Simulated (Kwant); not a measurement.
Device: wire with one Gaussian impurity in a In0.53Ga0.47As two-dimensional gas. Effective mass 0.041 mₑ, grid spacing 10 nm, hard walls, nominal width 300 nm (29 grid rows, so walls 300 nm apart), one parabolic valley, scattering region 900 nm long along x; energies count from the band bottom; Fermi energy swept from 8.1524e-05 to 0.0017324 eV. Impurity U exp(−r²/2σ²), U = 0.011 eV, σ = 27 nm, 60 nm off the axis.

Constants are typed, rounded textbook-type inputs, not results; the design itself was drawn at random and stands for no fabricated device.

Model: effective-mass tight-binding model on a square grid, one spin, coherent transport at 0 K (Kwant). Conductance is in e²/h.

```
E (meV)      A      B        C
-------  -----  -----  -------
0.08152      0      0  0.00071
0.1786   0.039   0.94    0.080
0.2757    0.22  0.069     0.57
0.3728    0.76   0.12     0.97
0.4700    0.98   1.11     0.99
0.5671    0.99   1.55     1.00
0.6642    1.00   1.74     1.00
0.7613    1.00   1.85     1.03
0.8584    1.00   1.90     1.10
0.9555    1.03   2.64     1.26
1.053     1.10   2.76     1.54
1.150     1.22   2.75     1.85
1.247     1.40   2.71     1.99
1.344     1.63   2.65     1.99
1.441     1.83   2.58     2.00
1.538     1.96   2.46     2.00
1.635     1.99   3.39     2.01
1.732     2.00   3.62     2.02
```

Column A is the base. The others each differ by one change: effective mass 0.041 → 0.053 mₑ; impurity strength 0.011 → -0.011 eV. Which is which?

B: impurity strength 0.011 → -0.011 eV; C: effective mass 0.041 → 0.053 mₑ.
